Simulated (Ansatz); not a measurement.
We consider C11b MoSi2, described by PBEsol-D3(BJ) (Ansatz, an electronic-structure program, plane waves, PAW).

Run with plane-wave cutoff 520 eV, 24×24×24 k mesh, Fermi–Dirac smearing 0.05 eV, no spin polarisation, scalar-relativistic PAW data made under PBE.

Cell (relaxed at this level):

```
MoSi2
1.0
   -1.57820     1.57820     3.87757
    1.57820    -1.57820     3.87757
    1.57820     1.57820    -3.87757
Si Mo
2 1
Direct
  0.66531   0.66531   0.00000
  0.33469   0.33469   0.00000
  0.00000   0.00000   0.00000
```

Problem. Give the computed bulk modulus and pressure derivative B′ of the bulk modulus.

Solution. 
- bulk modulus: 235 GPa
- pressure derivative B′ of the bulk modulus: 4.4

The run finds no gap.

Measured, for comparison: bulk modulus 222 ± 2 GPa (room temperature, no zero-point or thermal correction, B' = 4; as tabulated in Structural stability of MoSi2 and Mo5Si3 under high pressure, Chin. Phys. B 26 …). Computed (rounded) less measured: bulk modulus +6 %. A static lattice is as a rule a little smaller and stiffer than an uncorrected measurement, which narrows the difference in the bulk modulus and would widen misses of the other sign.

Note: the bulk modulus comes from volumes at which shape and atoms were relaxed.

The computed numbers hold no vibrational or temperature effects.

Cost on a shared machine: around 12 core-minutes (rough).
